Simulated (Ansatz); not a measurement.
We consider double-hcp La, described by BLYP (PAW; Ansatz, a first-principles code).

Numerical settings: plane-wave cutoff 520 eV, 18×18×6 k mesh (along the axes of the cell as run), Fermi–Dirac smearing 0.05 eV, scalar-relativistic PAW data made under PBE.

Cell (relaxed at this level):

Space group P6₃/mmc (No. 194); a = b = 3.860 Å, c = 12.391 Å, α = β = 90.00°, γ = 120.00°

```tsv
atom	site	symmetry	x	y	z
La	2a	-3m.	0.0000	0.0000	0.0000
La	2c	-6m2	0.3333	0.6667	0.2500
```

### Question
What does this level give for the bulk modulus B0 and pressure derivative B′ of the bulk modulus?

### Answer

bulk modulus B0: 25.1 GPa
pressure derivative B′ of the bulk modulus: 2.7

The run finds no gap.

Measured, for comparison: bulk modulus 27.9 GPa (room temperature, not corrected to a static lattice; as tabulated in Wikipedia's data pages). Computed (rounded) less measured: bulk modulus -10 %.

Note: the bulk modulus comes from volumes at which shape and atoms were relaxed.

Spin–orbit coupling is not included.

Computed values are for the static lattice.

The result took roughly 17 core-minutes.
